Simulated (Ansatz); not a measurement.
Phonon-limited resistivity of Lu (P6_3/mmc) against temperature in μΩ·cm, PBEsol, DFPT electron-phonon coupling, linearised Boltzmann equation (Ansatz, a program for electronic structure), harmonic crystal at a fixed cell. x, y and z are the axes of this cell:
```yaml
crystal:
  lattice:
    - [3.44232, 0.00000, 0.00000]
    - [-1.72116, 2.98114, 0.00000]
    - [0.00000, 0.00000, 5.34310]
  atoms:
    - { symbol: Lu, position: [0.33333, 0.66667, 0.25000] }
    - { symbol: Lu, position: [0.66667, 0.33333, 0.75000] }
```

```
T      ρ (x, y)  ρ (z)
-----  --------  -----
50 K        5.5    2.6
77 K          …    5.2
100 K      15.8    7.3
150 K        25   11.6
200 K        34      …
250 K        44   20.0
273 K        48     22
300 K        53     24
350 K        62     28
400 K        71      …
500 K        89     41
```

Complete the blanks.


- 77 K, ρ (x, y): 11.2
- 200 K, ρ (z): 15.8
- 400 K, ρ (z): 33

A metal at this level (no band gap). Only scattering by harmonic phonons is included (no impurities, grain boundaries, electron-electron scattering or thermal expansion). Spin-orbit coupling is left out, which matters with elements this heavy. Values near or above 100 μΩ·cm, or paths under about 2 nm, lie near resistivity saturation, where the Boltzmann equation overshoots. The run warned that the eigensolver left some states short of its tolerance. Halving the electron mesh (28x28x16) moves the resistivity by up to 5 %. Smearing 0.20 eV; phonons on a 5x5x3 q mesh, which this run doesn't test and which matters most at low temperature.
